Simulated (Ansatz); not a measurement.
## Effect of uniaxial strain ε_zz = −3.00 % on WC

Take WC (space group P-6m2, No. 187; a = 2.922 Å, c = 2.846 Å; relaxed with 0.1 eV smearing) as the base. Axes: x lies along a and z along c of the hexagonal cell.

One thing is altered: the cell is compressed by 3.00 % along z with no lateral relaxation, atoms relaxed at fixed cell.

Method: Ansatz (an electronic-structure program) PBE, no spin-orbit coupling. Settings: 23×23×20 k-points, 0.1 eV Fermi–Dirac smearing.

```tsv
quantity	base	changed	shift
space group	P-6m2 (No. 187)	P-6m2 (No. 187)	–
shortest interatomic distance	2.207 Å	2.180 Å	-0.027 Å
energy relative to the base (free energy F)	0 meV/atom	+30 meV/atom	+30 meV/atom
pressure (mean of the normal stresses, compression positive)	0.0 GPa	14.2 GPa	+14.2 GPa
band gap	zero	zero	–
stress (xx, yy, zz, yz, xz, xy; compression positive)	–	(5.7, 5.7, 31.2, 0.0, 0.0, 0.0) GPa	–
```

Final structure:

```yaml
crystal:
  lattice:
    - [2.92246, 0.00000, 0.00000]
    - [-1.46123, 2.53092, 0.00000]
    - [0.00000, 0.00000, 2.76081]
  atoms:
    - { symbol: W, position: [0.00000, 0.00000, 0.00000] }
    - { symbol: C, position: [0.33333, 0.66667, 0.50000] }
```

Whether these cells are dynamically stable was not tested. All final runs are without spin polarisation.
